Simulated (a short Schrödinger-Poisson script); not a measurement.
# Symmetric double-gate stack, SiO2 on p-type GaAs

Stack: symmetric double-gate stack, SiO2 on p-type GaAs, at 300 K.

```csv
layer,material,thickness (nm),Na (cm⁻³)
1,SiO2,2.3,-
2,GaAs,3,2e15
3,SiO2,2.3,-
```

Constants are typed, rounded textbook-type inputs, not results; the design itself was drawn at random and stands for no fabricated device. SiO2: permittivity 3.9, conduction-band edge (eV) 3.17, gap (eV) 9, electron mass (mₑ) 0.5. GaAs: permittivity 12.9, conduction-band edge (eV) 0, gap (eV) 1.424, Nv at 300 K (cm⁻³) 9e18.

Channel valleys (confinement mass, in-plane density-of-states mass, number): Γ 0.067, 0.067, 1. At the gates, both at one voltage, the conduction-band edge of layer 1 lies 3.36 eV − eVg above the Fermi level of the channel. Gaps are held at their typed values at every temperature. Mesh 0.03 nm at interfaces.

Solved with a short Schrödinger-Poisson script written for these runs: 1D Poisson equation in equilibrium, electrons quantum, Hartree plus LDA exchange-correlation (BenDaniel-Duke, 12 states a valley, the channel's in-plane mass for all, wave functions free to enter the dielectric), parabolic valleys, classical holes, full ionisation, no traps, pinning or gate leakage.

| Vg (V) | electrons (cm⁻²) | C (μF/cm²) | Γ E0 (meV) | Γ E1 (meV) |
|---|---|---|---|---|
| 0.1 | 4.61e6 | < 0.003 | 309.3 | 1150.2 |
| 0.2 | 2.28e8 | < 0.003 | 208.4 | 1049.4 |
| 0.3 | 1.19e10 | 0.0761 | 106.1 | 947.5 |
| 0.4 | 3.13e11 | 1.09 | 15.9 | 857.6 |
| 0.5 | 1.22e12 | 1.66 | -38.3 | 802.7 |
| 0.6 | 2.29e12 | 1.75 | -80.8 | 759.0 |
| 0.7 | 3.39e12 | 1.76 | -120.9 | 717.5 |
| 0.8 | 4.49e12 | 1.76 | -160.2 | 676.6 |
| 0.9 | 5.58e12 | 1.75 | -199.4 | 635.9 |
| 1 | 6.67e12 | 1.75 | -238.4 | 595.3 |
| 1.1 | 7.76e12 | 1.75 | -277.4 | 554.8 |
| 1.2 | 8.85e12 | 1.74 | -316.3 | 514.3 |
| 1.3 | 9.94e12 | 1.74 | -355.2 | 473.8 |
| 1.4 | 1.10e13 | 1.74 | -394.0 | 433.4 |
| 1.5 | 1.21e13 | 1.74 | -432.8 | 392.9 |
| 1.6 | 1.32e13 | 1.74 | -471.6 | 352.5 |

Gate voltages with under 1e6 electrons/cm² are left out.

Subbands count from the Fermi level. The capacitance is that of both gates.

Above a few 1e12 electrons/cm² a light Γ valley is non-parabolic and upper valleys begin to fill, which the model leaves out.
